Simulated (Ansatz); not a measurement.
Input and output of a self-consistent single point for CsVN2 (R3m, 8 atoms in the cell) (Ansatz, a first-principles code).

Method of the run: PBEsol, default PAW files made with PBE (plane waves; Ansatz).

```
CsVN2
1.0
    0.00000     4.19280     4.19280
    4.19280     0.00000     4.19280
    4.19280     4.19280     0.00000
Cs V N
2 2 4
Direct
  0.25344   0.25344   0.25344
  0.00000   0.00000   0.00000
  0.75000   0.75000   0.75000
  0.50000   0.50000   0.50000
  0.62500   0.62500   0.62500
  0.12500   0.62500   0.62500
  0.62500   0.62500   0.12500
  0.62500   0.12500   0.62500
```

Reference input (self-consistent single point, DFT, PBEsol, plane waves, default PAW files made with PBE): basis.ecutwfc = 30.9 Ry; kpoints.mp_grid.grid = 5 5 5; hamiltonian.xc = pbesol; hamiltonian.pseudopotentials = {kind: paw} (the program's default PAW files); scf.occupations.method = fixed. This run's input differs from it in these lines:

Ansatz 0.2 input:
```diff
@@ -17,3 +17,3 @@
 kpoints:
-  mp_grid: { grid: [5, 5, 5] }
+  mp_grid: { grid: [1, 1, 1] }
 hamiltonian:
```

Log, with long lists cut:

```
SCF iter   1: F=—  HF=-18456.921440 eV  |F-HF|=—  |Δ(HF+E_count)|=         —  Δρ=6.75e-2  dr2=8.28e0  ethr=1.77e-3  ⟨swp⟩=4.0  Hψ=141  notcnv=0  defer=6
all-band conjugate gradients solve this SCF's bands
preconditioner: auto → Resta (q_TF=auto, 2.374 Å⁻¹)
SCF iter   2: F=—  HF=-18465.602543 eV  |F-HF|=—  |Δ(HF+E_count)|=    8.68e0  Δρ=2.66e-1  dr2=1.19e2  ethr=1.77e-3  ⟨swp⟩=3.0  Hψ=88  notcnv=0  defer=3  recentre
   [... lines left out ...]
SCF iter  97: F=—  HF=-18456.188302 eV  |F-HF|=—  |Δ(HF+E_count)|=   1.22e-2  Δρ=5.33e-2  dr2=4.86e0  ethr=1.77e-3  ⟨swp⟩=1.0  Hψ=48  notcnv=0  defer=3
SCF iter  98: F=—  HF=-18456.183551 eV  |F-HF|=—  |Δ(HF+E_count)|=   4.75e-3  Δρ=5.32e-2  dr2=4.83e0  ethr=1.77e-3  ⟨swp⟩=8.0  Hψ=169  notcnv=0
SCF iter  99: F=—  HF=-18456.182235 eV  |F-HF|=—  |Δ(HF+E_count)|=   1.32e-3  Δρ=5.31e-2  dr2=4.83e0  ethr=1.77e-3  ⟨swp⟩=2.0  Hψ=95  notcnv=0
SCF iter 100: F=—  HF=-18456.178235 eV  |F-HF|=—  |Δ(HF+E_count)|=   4.00e-3  Δρ=5.30e-2  dr2=4.81e0  ethr=1.77e-3  ⟨swp⟩=4.0  Hψ=172  notcnv=0
Error: did not converge after 100 iterations: dr2 = 4.81e0 (threshold 1.00e-7), under the density mixer `msr1`, which `scf.mixing.algorithm: auto` chose by the deck's other keys (type `scf.mixing.algorithm: msr1` to keep it); at k-index 0, counted from 0 in this SCF's own list of k-points, the highest band that the last eigensolve's fill by count filled, 8.359314 eV, and the lowest that it left empty, 8.412978 eV, lay 5.366e-2 eV apart, the closest at any k-point: where those lie closer than the levels still move from one iteration to the next, and no symmetry of the run holds them equal, such a fill need not settle, and opposed starting moments at zero total moment, or else a [...]
```

The run ended unconverged after 100 iterations. 

The starting cell comes from a database of computed structures (which also holds hypothetical and non-ambient phases and stackings), without a prior relaxation at this level. Its lattice was rescaled by up to half a per cent. One atom was moved a little off its site on purpose.
